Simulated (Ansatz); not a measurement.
System: CsCl-type TiCo. Method: LC-ωPBE (PAW; Ansatz, a program for electronic structure).

Settings: plane-wave cutoff 460 eV, 10×10×10 k mesh, Fermi–Dirac smearing 0.05 eV, no spin polarisation, scalar-relativistic PAW data made under PBE.

Results at a series of volumes:

| V (Å³/atom) | E − E_lowest (meV/atom) | P (GPa) |
|---|---|---|
| 11.655 | 25.09 | 14.09 |
| 11.961 | 5.39 | 6.61 |
| 12.156 | 0.00 | 2.33 |
| 12.674 | 8.94 | -7.53 |
| 12.881 | 20.94 | -10.93 |

Task: Estimate the bulk modulus from the pressures at 12.156 and 12.674 Å³/atom, and compare it with a fit to all energies.

Result: B = −V dP/dV. Between V = 12.156 and 12.674 Å³/atom, dP/dV = (-7.53 − (2.33))/(12.674 − 12.156) = -19.0 GPa per Å³/atom; at the midpoint 12.415 Å³/atom this gives B ≈ 236 GPa. The third-order Birch–Murnaghan fit gives V0 = 12.269 Å³/atom, B0 = 248 GPa, B′ = 4.0, which lies 5 % above that estimate.

Measured, for comparison: bulk modulus 154 GPa, equilibrium volume per atom 13.43 Å³/atom (room temperature, not corrected to a static lattice; as tabulated in Yamada et al. (2019), arXiv:1910.09660). Computed (rounded) less measured: bulk modulus +61 %, equilibrium volume per atom -8.6 %.

Note: the run has no spin polarisation, so it can have missed a magnetic state.

Static lattice: no zero-point or thermal effects.
